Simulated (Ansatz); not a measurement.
Abridged Ansatz (a quantum-chemistry and plane-wave program) output:

```
Relaxation: its limit of steps is 50 (relax.max_steps)
Pseudopotential: Sn, paw, valence charge 14
Pseudopotential: O, paw, valence charge 6
Crystal: 6 atoms, lattice volume = 71.578 Å³
Basis set: ecut = 420 eV, 1411 PW (Γ), exchange–correlation on 64×64×48 points (8 copies of the dense FFT grid, shifted against one another)
Bands: 32, of which v1, the nominal top of the filled ones, is band 26 counted from 1 (25 counted from 0)
Symmetry: 2 space group operations
k-points: 246 of 490
Functional: x = pbesol(κ = 0.804, μ = 0.12345679012345678), c = pbesol(β = 0.046)
SCF iter   1: F=—  HF=-14143.793505 eV  |F-HF|=—  |Δ(HF+E_count)|=         —  Δρ=7.13e-2  dr2=2.72e0  ethr=3.10e-3  ⟨swp⟩=6.1  Hψ=36091  notcnv=0  defer=9
SCF iter   2: F=—  HF=-14143.309855 eV  |F-HF|=—  |Δ(HF+E_count)|=   4.84e-1  Δρ=3.63e-2  dr2=6.98e-1  ethr=3.10e-3  ⟨swp⟩=3.0  Hψ=17291  notcnv=0  defer=421
SCF 1 converged in 9 iterations: F = -14143.184947 eV  dr2 = 6.59e-11
relax step   1: F+E_penalty+E_count = -14143.18494704 eV  Δ(F+E_penalty+E_count) = +0.000e0 eV  max|allowed force component| = 2.831e-1 eV/Å  Δτ_max = 0.0000 Å  (9 SCF iters, accepted)
Crystal: 6 atoms, lattice volume = 71.578 Å³
SCF iter   1: F=—  HF=-14143.191050 eV  |F-HF|=—  |Δ(HF+E_count)|=         —  Δρ=1.38e-3  dr2=6.05e-4  ethr=1.08e-6  ⟨swp⟩=2.0  Hψ=25856  notcnv=0  defer=422
SCF iter   2: F=—  HF=-14143.190954 eV  |F-HF|=—  |Δ(HF+E_count)|=   9.67e-5  Δρ=7.43e-4  dr2=1.98e-4  ethr=1.08e-6  ⟨swp⟩=1.0  Hψ=7450  notcnv=0  defer=422
SCF 2 converged in 8 iterations: F = -14143.190871 eV  dr2 = 4.46e-11
relax step   2: F+E_penalty+E_count = -14143.19087061 eV  Δ(F+E_penalty+E_count) = -5.924e-3 eV  max|allowed force component| = 1.219e-1 eV/Å  Δτ_max = 0.0126 Å  (8 SCF iters, accepted)
Crystal: 6 atoms, lattice volume = 71.578 Å³
SCF iter   1: F=—  HF=-14143.192360 eV  |F-HF|=—  |Δ(HF+E_count)|=         —  Δρ=1.17e-3  dr2=3.98e-4  ethr=8.47e-6  ⟨swp⟩=2.3  Hψ=18314  notcnv=0  defer=422
SCF iter   2: F=—  HF=-14143.192305 eV  |F-HF|=—  |Δ(HF+E_count)|=   5.49e-5  Δρ=6.30e-4  dr2=1.35e-4  ethr=7.65e-7  ⟨swp⟩=1.0  Hψ=9840  notcnv=0  defer=422
SCF 3 converged in 8 iterations: F = -14143.192241 eV  dr2 = 2.88e-11
relax step   3: F+E_penalty+E_count = -14143.19224086 eV  Δ(F+E_penalty+E_count) = -1.370e-3 eV  max|allowed force component| = 1.670e-2 eV/Å  Δτ_max = 0.0103 Å  (8 SCF iters, accepted)
Crystal: 6 atoms, lattice volume = 71.578 Å³
[...]
Free energy (F): -14143.192369 eV
Internal energy: -14143.192369 eV  (E = F + TS)
E sigma→0 (E₀):  -14143.192369 eV
Entropy (-TS):   -0.000000 eV (-0.000 meV/atom)
Fermi energy:    10.024926 eV
--- Forces (eV/Å), atoms counted from 1 ---
  atom   1  Sn     0.00000000     0.00000000     0.00000000
  atom   2  Sn     0.00000000     0.00000000     0.00000000
  atom   3  O     -0.00066948     0.00085406     0.00001562
  atom   4  O     -0.00023555    -0.00090032    -0.00002487
  atom   5  O      0.00023555     0.00090032     0.00002487
  atom   6  O      0.00066948    -0.00085406    -0.00001562
--- Stress (GPa, compression-positive) ---
        3.994458      -0.613926      -2.849478
       -0.613926       3.583007      -1.602188
       -2.849478      -1.602188       4.746007
  P = ⅓ Tr σ = 4.1078 GPa (41.078 kbar)
--- Relaxed structure (4 steps of the walk, 4 accepted, 0 SCFs on fresh bases) ---
  atoms:
    - { symbol: Sn, position: [0.0, 0.0, 0.0] }
    - { symbol: Sn, position: [0.5000000000000001, 0.5000000000000001, 0.5] }
    - { symbol: O, position: [0.30346135923756906, 0.3078841192999211, 0.006819228066430004] }
    - { symbol: O, position: [0.8036096640911945, 0.19191661410608743, 0.502145826960266] }
    - { symbol: O, position: [0.19639033590880556, 0.8080833858939126, 0.4978541730397339] }
    - { symbol: O, position: [0.6965386407624309, 0.6921158807000789, -0.006819228066430007] }
```

Q: What was computed, and what are the main results?

A: SnO2, 6 atoms in the cell, with PBEsol, PAW, 420 eV (Ansatz; no spin-orbit coupling), earlier PAW set. The last SCF converged to F = -14143.192369 eV, or -2357.1987 eV per atom, at a pressure of 4.11 GPa. The total energy compares only with runs of the same code, potentials and settings.

The cells carry an imposed strain or load. Whether these cells are dynamically stable was not tested. The cell was made from SnO$_{2}$ in the rutile structure (space group P4_2/mnm, No. 136) by this change: strain tensor (xx, yy, zz, yz, xz, xy) = (−1.01, −0.28, −0.67, +0.87, +1.56, +0.16) %.

Keys are those of Ansatz 0.2.
